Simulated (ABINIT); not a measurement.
A self-consistent single point of Al₂Cu (I4/mcm, 6 atoms in the cell) with ABINIT.

Method of the run: PBE, PAW (JTH v2.0 PBE PAW) (plane waves; ABINIT).

```yaml
crystal:
  lattice:
    - [-2.94222, 2.94222, 2.34751]
    - [2.94222, -2.94222, 2.34751]
    - [2.94222, 2.94222, -2.34751]
  atoms:
    - { symbol: Al, position: [0.84139, 0.65861, 0.50000] }
    - { symbol: Al, position: [0.15861, 0.34139, 0.50000] }
    - { symbol: Al, position: [0.65861, 0.15861, 0.81722] }
    - { symbol: Al, position: [0.34139, 0.84139, 0.18278] }
    - { symbol: Cu, position: [0.25000, 0.25000, 0.00000] }
    - { symbol: Cu, position: [0.75000, 0.75000, 0.00000] }
```

Reference input (self-consistent single point, DFT, PBE, plane waves, PAW (JTH v2.0 PBE PAW)): pseudos = [Al.GGA_PBE-JTH.xml, Cu.GGA_PBE-JTH.xml]; ecut = 30 Ha; pawecutdg = 60 Ha; occopt = 6; tsmear = 0.00367493 Ha; ngkpt = 5 5 5; nshiftk = 1; shiftk = 0 0 0; potentials = JTH v2.0 PBE PAW; nband = 33; kptopt = 1; nstep = 50. This run's input differs from it in these lines:

```diff
@@ -22,3 +22,3 @@
 occopt 6
-tsmear 0.00367493
+tsmear 0.01102480
 nband 33
```

The program printed (abridged):

```
--- !BeginCycle
solver: {iscf: 17, nstep: 50, nline: 4, wfoptalg: 10, }
tolerances: {tolvrs: 1.00E-10, }
...

     iter   Etot(hartree)      deltaE(h)  residm     nres2
 ETOT  1  -400.19222816457    -4.002E+02 4.727E+01 9.688E+01
 ETOT  2  -404.55830250417    -4.366E+00 9.066E-02 9.719E+01
 ETOT  3  -404.39283504268     1.655E-01 1.127E-01 2.057E+01
 ETOT  4  -404.37649000684     1.635E-02 2.910E-02 8.886E-01
 ETOT  5  -404.37412775482     2.362E-03 4.234E-02 2.156E-01
   [... 10 lines left out ...]
 ETOT 16  -404.37372230277    -1.065E-10 2.161E-04 2.549E-08
 ETOT 17  -404.37372230274     3.746E-11 3.147E-04 4.199E-09
 ETOT 18  -404.37372230273     9.891E-12 2.499E-04 1.474E-10
 ETOT 19  -404.37372230274    -9.436E-12 3.389E-04 5.932E-11
 At SCF step   19       nres2   =  5.93E-11 < tolvrs=  1.00E-10 =>converged.

 Cartesian components of stress tensor (hartree/bohr^3)
  sigma(1 1)= -4.12674157E-04  sigma(3 2)=  0.00000000E+00
  sigma(2 2)= -4.12674157E-04  sigma(3 1)=  0.00000000E+00
  sigma(3 3)= -3.23875030E-04  sigma(2 1)=  0.00000000E+00

 ----iterations are completed or convergence reached----

 reduced coordinates (array xred) for    6 atoms
       0.841389999993      0.658609999996      0.500000000000
       0.158609999996      0.341389999993      0.500000000000
       0.658609999996      0.158609999996      0.817220000003
       0.341389999993      0.841389999993      0.182779999997
       0.249999999994      0.249999999994      0.000000000000
       0.749999999994      0.749999999994      0.000000000000
 cartesian forces (eV/Angstrom) at end:
   [... lines left out ...]
 Fermi (or HOMO) energy (hartree) =   0.35060   Average Vxc (hartree)=  -0.39727
   [... lines left out ...]
'-kT*entropy'       : -8.64682261555383E-05
total_energy        : -4.04373722788978E+02
total_energy_eV     : -1.10035685937081E+04
...

-Cartesian components of stress tensor (GPa)         [Pressure=  1.1270E+01 GPa]
- sigma(1 1)= -1.21412908E+01  sigma(3 2)=  0.00000000E+00
- sigma(2 2)= -1.21412908E+01  sigma(3 1)=  0.00000000E+00
- sigma(3 3)= -9.52873076E+00  sigma(2 1)=  0.00000000E+00

 Calculation completed.
```

The run converged in 19 iterations. 

The starting cell comes from a database of computed structures (which also holds hypothetical and non-ambient phases and stackings), without a prior relaxation at this level. Its lattice was rescaled by a random factor within 2.5 % of one. Spin polarisation is off. With a pressure of about 11 GPa the cell is away from its equilibrium volume at this level.

These are the values that this program gave, and no reference: the one-centre exchange-correlation terms come from a truncated expansion.

Cost on one core of a shared machine: roughly 4 min.
